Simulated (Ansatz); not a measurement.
ZnS: response to strain

Take ZnS in the zinc blende structure (space group F-43m, No. 216; a = 5.357 Å) as the base. Axes: x, y, z lie along the cube axes.

Strains are applied to the cell and any free atomic positions relax; under biaxial strain the out-of-plane vector relaxes too.

Method: DFT with PBEsol, PAW potentials and a 420 eV plane-wave cutoff in Ansatz (a first-principles code), no spin-orbit coupling.

Candidates:
(a) biaxial strain −0.83 %, plane normal [111], relaxed out of plane
(b) biaxial strain +1.67 %, plane normal [111], relaxed out of plane
(c) biaxial strain +1.25 %, plane normal [111], relaxed out of plane
(d) biaxial strain +0.83 %, plane normal [111], relaxed out of plane

Problem. Order them by out-of-plane strain, lowest first.

Solution. (b) biaxial strain +1.67 %, plane normal [111], relaxed out of plane (-1.06 %), (c) biaxial strain +1.25 %, plane normal [111], relaxed out of plane (-0.79 %), (d) biaxial strain +0.83 %, plane normal [111], relaxed out of plane (-0.54 %), (a) biaxial strain −0.83 %, plane normal [111], relaxed out of plane (+0.54 %)

Stability against distortions was not tested.
